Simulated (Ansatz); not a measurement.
# CF2 on the 1x1 (111) surface of fcc Ni, ferromagnetic, one in a 2x2 cell, started at the site 'hollow Ni-Ni-Ni over Ni at depth 4.0 Å'

All values below come from PBE (plane waves to 420 eV, PAW; Ansatz, a quantum-chemistry and plane-wave program).

Set-up: 19 atoms, 6.0 Å thick at the start under the adsorbate (thin: gaps and levels are the slab's own); mesh 7x7x1; 0.1 eV smearing; dipole correction on; 8 atoms held, the rest relaxed; symmetry of the start imposed; spin-polarised, no spin-orbit, no U, no dispersion correction. At the end it is bonded to 3 Ni. In PBE this state lies 0.38 eV over the lowest of the starts that converged ('bridge Ni-Ni (span 2.5 Å)').

```
Quantity                                                                                                                  Result
--------------------------------------------------------------------------------------  ----------------------------------------
adsorption energy against CF4(g) − F2(g)                                                                                 5.68 eV
work function of the top face                                                                                            5.42 eV
change of the work function                                                                                              0.34 eV
change of the step from the bottom to the top vacuum level, against the clean slab                                       0.35 eV
energy released by relaxation                                                                                            0.37 eV
height of the binding atom over the mean of the host atoms within 0.3 Å of the top one                                   1.576 Å
magnetic moment of the cell                                                                                              9.55 μB
nearest host atoms of the binding atom                                                  Ni at 1.85 Å, Ni at 2.27 Å, Ni at 2.27 Å
largest move of a host atom                                                                                               0.10 Å
cost                                                                                              around 30 core-minutes (rough)
```

A negative adsorption energy means that the adsorbate is more stable on the surface than in its reference.
